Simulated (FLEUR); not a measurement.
FLEUR run on RbCl (Fm-3m, 2 atoms in the cell): self-consistent single point.

Level of theory: FLEUR with LDA (Perdew-Zunger), all-electron FLAPW (FLEUR), scalar-relativistic valence.

```
CELL_PARAMETERS angstrom
      0.00000     3.29000     3.29000
      3.29000     0.00000     3.29000
      3.29000     3.29000     0.00000
ATOMIC_POSITIONS crystal
  Rb 0.00000 0.00000 0.00000
  Cl 0.50000 0.50000 0.50000
```

Reference input (self-consistent single point, DFT, PBE, all-electron FLAPW (FLEUR), scalar-relativistic valence): Kmax = 3.8 1/bohr; GmaxXC = 13.3 1/bohr; xcFunctional = pbe; jspins = 1; l_soc = F; mode = hist; fermiSmearingEnergy = 0.00183747 Htr; mesh (inpgen div1-3) = 9 9 9; inpgen gamma flag = false; Gmax = 13.3 1/bohr; numbands = 0; maxIterBroyd = 25. This run's input differs from it in these lines:

```diff
@@ -14,2 +14,3 @@
 &comp jspins=1 /
+&exco xctyp='pz' /
 &kpt div1=9 div2=9 div3=9 /
@@ -26,3 +27,3 @@
       <coreElectrons ctail="T" frcor="F" kcrel="0" coretail_lmax="0"/>
-      <xcFunctional name="pbe" relativisticCorrections="F"/>
+      <xcFunctional name="pz" relativisticCorrections="F"/>
       <magnetism jspins="1"/>
```

Output (repeated stretches shortened):

```
 Iteration:     1   Distance:       4.31570070 me/bohr^3
 Iteration:     2   Distance:       3.79010383 me/bohr^3
 Iteration:     3   Distance:       1.53187974 me/bohr^3
 Iteration:     4   Distance:       1.21456786 me/bohr^3
 Iteration:     5   Distance:       0.50125951 me/bohr^3
   [... 6 lines left out ...]
 Iteration:    12   Distance:       0.00020536 me/bohr^3
 Iteration:    13   Distance:       0.00003675 me/bohr^3
 Iteration:    14   Distance:       0.00004630 me/bohr^3
 Iteration:    15   Distance:       0.00000140 me/bohr^3
 Run finished successfully
 Stop message:
   Structural relaxation: Done

[file out, last iteration]
             iter=     16
[...]
          total density-effective poten   -5.5314414310E+03
          total charge density-energy d   -1.2416701962E+02
 Updated energy parameters for spin:           1
[...]
 fermi energy and band-weighting factors:

[...]
FERMIE:
          first approx. to ef    (T=0)  :  -0.013074 htr   (energy of the highest occ. eigenvalue)
          number of occ. states  (T=0)  :        280
          first approx. to seigv (T=0)  :  -4.670085 htr
          sum of weights of occ. states :   8.000000
          sum of semicore charge        :   0.000000 e
FERHIS:  Fermi-Energy by histogram:
          bandgap                     :   0.171408 htr
   [... lines left out ...]
          charge neutrality (T=0)     :   0.000000    (zero if the highest occ. eigenvalue is "entirely" occupied)
 Direct bandgap for spin            1 :   0.17140789595966174       Htr
 ---->    free energy=                     -3438.2788948099 htr
   [... lines left out ...]
      extrapolation for T->0
 ---->    total electron energy=           -3438.2788948099 htr
 ***** TOTAL FORCES ON ATOMS *****
 TOTAL FORCE FOR ATOM TYPE=  1  X=  0.000   Y=  0.000   Z=  0.000
                       FX_TOT= 0.000000 FY_TOT= 0.000000 FZ_TOT= 0.000000
 TOTAL FORCE FOR ATOM TYPE=  2  X=  6.217   Y=  6.217   Z=  6.217
                       FX_TOT= 0.000000 FY_TOT= 0.000000 FZ_TOT= 0.000000
 Structural relaxation: Done
```

The run converged in 15 iterations. FLEUR gives forces in its relaxation mode, with a further iteration, so its stop message speaks of a relaxation. Against the reference run the gap on the mesh goes from 5.128 to 4.664 eV.

The starting cell has typed, rounded lattice constants, without a prior relaxation at this level. Values depend on the basis (sphere radii, cutoffs, local orbitals), which need not be converged.

Cost on one core of a shared machine: roughly 60 s.
